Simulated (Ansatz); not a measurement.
Partial pair distribution functions of a relaxed model of amorphous Ge20S40Ag, broadened by 0.06 Å; density 2.99 g/cm³. All values below come from PBE-D3(BJ), scalar-relativistic without spin-orbit coupling (plane waves to 420 eV, PAW; Ansatz, an electronic-structure program). In the spin-polarised cell the level spacing at the Fermi energy can part levels of unlike spin.

Preparation: random packing, a CHGNet melt and quench, and a DFT relaxation. The hot cell started wider than the set density and was brought back towards it in steps. It is the lowest in DFT energy of 3 quenches. It is a model cell: composition and starting density were chosen by hand, and all elements were melted together. The geometry includes D3(BJ) dispersion. Its density started from a set value of 2.83 and ended at 2.99 g/cm³. The quench (nominally 96 K/ps over its main leg) was far faster than any real one, so the model tends to hold more defects than a real film. One small periodic cell is one sample of the glass; other quenches scatter about these values. Volume and shape were free in the relaxation.

| r (Å) | g Ge-S | g S-S | g Ge-Ge |
|---|---|---|---|
| 1.85 | 0.00 | 0.00 | 0.00 |
| 1.95 | 0.00 | 0.21 | 0.00 |
| 2.05 | 0.14 | 1.13 | 0.00 |
| 2.15 | 3.63 | 0.48 | 0.00 |
| 2.25 | 10.06 | 0.02 | 0.00 |
| 2.35 | 4.71 | 0.00 | 0.00 |
| 2.45 | 1.70 | 0.00 | 0.00 |
| 2.55 | 1.31 | 0.00 | 0.00 |
| 2.65 | 0.74 | 0.00 | 0.00 |
| 2.75 | 0.17 | 0.00 | 0.00 |
| 2.85 | 0.26 | 0.00 | 0.00 |
| 2.95 | 0.20 | 0.02 | 0.05 |
| 3.05 | 0.10 | 0.32 | 0.43 |
| 3.15 | 0.26 | 0.86 | 0.87 |
| 3.25 | 0.52 | 0.99 | 2.17 |
| 3.35 | 0.96 | 1.79 | 2.29 |
| 3.45 | 1.01 | 2.13 | 2.78 |
| 3.55 | 0.77 | 2.88 | 2.36 |
| 3.65 | 0.61 | 3.46 | 2.52 |
| 3.75 | 0.45 | 3.13 | 1.35 |
| 3.85 | 0.52 | 2.07 | 0.89 |
| 3.95 | 0.62 | 1.35 | 0.70 |
| 4.05 | 0.68 | 0.83 | 1.23 |
| 4.15 | 0.91 | 0.79 | 1.36 |
| 4.25 | 1.03 | 0.50 | 0.56 |
| 4.35 | 0.97 | 0.62 | 0.39 |
| 4.45 | 1.15 | 0.98 | 0.20 |
| 4.55 | 1.09 | 0.90 | 0.26 |
| 4.65 | 0.92 | 0.46 | 0.45 |
| 4.75 | 0.81 | 0.45 | 0.67 |
| 4.85 | 0.71 | 0.72 | 0.92 |
| 4.95 | 1.01 | 0.79 | 0.91 |
| 5.05 | 1.27 | 0.68 | 0.92 |
| 5.15 | 1.23 | 0.75 | 0.64 |
| 5.25 | 1.37 | 0.78 | 0.49 |
| 5.35 | 1.50 | 0.62 | 0.60 |
| 5.45 | 1.28 | 0.61 | 0.54 |

Within 2.76 Å each Ge has 3.80 S neighbours on average.
